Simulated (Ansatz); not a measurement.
Base system: a 24-atom supercell of ZnGeP₂ in the chalcopyrite structure (space group I-42d, No. 122; a = 5.4242 Å, c = 10.7095 Å) at its relaxed geometry.

Computed with PBEsol (Ansatz, a program for electronic structure), no spin-orbit coupling.

One neutral defect a cell, atoms relaxed at fixed cell.

One change was made to it. Results:

The total moment of the cell is 0.0 μB; the gap of the supercell goes from 1.12 eV to zero; the largest displacement of a host atom from its site in the perfect cell is 0.28 Å; the pressure goes from zero to -2.6 GPa.

### Question
Which of these changes matches the shifts?
(A) P on a Zn site (antisite)
(B) Zn vacancy
(C) Zn on a Ge site (antisite)

### Answer
B, Zn vacancy. For comparison, the pressure in the other runs: P on a Zn site (antisite) gives 0.7 GPa; Zn on a Ge site (antisite) gives -0.4 GPa.

Other magnetic orders, which the real material may have, were not ruled out. In so small a cell the defect repeats every few ångströms: this is an ordered compound, not a dilute defect. A case with no gap was solved on a k-mesh chosen for an insulator, which is coarse for it. Seeded moments were not kept for Zn vacancy, P on a Zn site (antisite) and Zn on a Ge site (antisite).
